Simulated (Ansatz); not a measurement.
Calculation: PBE (plane waves to 420 eV, PAW; Ansatz, a first-principles code).

Plane-averaged electrostatic potential energy along the normal, in eV from the Fermi level, for O on the 1x1 (100) surface of fcc Cu, one in a 3x3 cell, started at the site 'hollow Cu-Cu-Cu-Cu over Cu at depth 1.8 Å':

```
z (Å)  V (eV)
-----  ------
5.17     4.50
5.44     4.50
5.72     4.50
5.99     4.50
6.26     4.50
6.53     4.49
6.81     4.47
7.08     4.44
7.35     4.38
7.62     4.26
7.89     4.02
8.17     3.53
8.44     2.56
8.71     0.34
8.98    -5.22
9.26   -11.42
9.53   -14.16
9.80   -12.90
10.07   -8.06
10.34   -2.91
10.62   -3.68
10.89   -9.37
11.16  -13.71
11.43  -14.24
11.71  -10.86
11.98   -4.88
12.25   -1.62
12.52   -4.88
12.79  -10.82
13.07  -14.18
13.34  -13.62
13.61   -9.27
13.88   -3.56
14.16   -2.57
14.43   -7.51
14.70  -12.60
14.97  -14.25
15.24  -12.19
15.52   -6.71
15.79   -1.09
16.06    1.69
16.33    3.29
16.61    4.12
16.88    4.45
17.15    4.59
17.42    4.66
17.69    4.69
17.97    4.71
18.24    4.71
18.51    4.72
18.78    4.72
19.06    4.72
19.33    4.72
19.60    4.72
19.87    4.72
20.14    4.72
```

Set-up: 37 atoms, 5.3 Å thick at the start under the adsorbate (thin: gaps and levels are the slab's own); mesh 4x4x1; 0.1 eV smearing; dipole correction on; 18 atoms held, the rest relaxed; held to the start's symmetry, so lower structures may exist; spin-polarised, no spin-orbit, no U, no dispersion correction. The starting moment vanished. At the end it is bonded to 4 Cu. In PBE it is, or lies within 0.03 eV of, the lowest of the starts that converged.

The vacuum level lies 4.72 eV above the Fermi level over the top face and 4.50 eV above it under the bottom face.
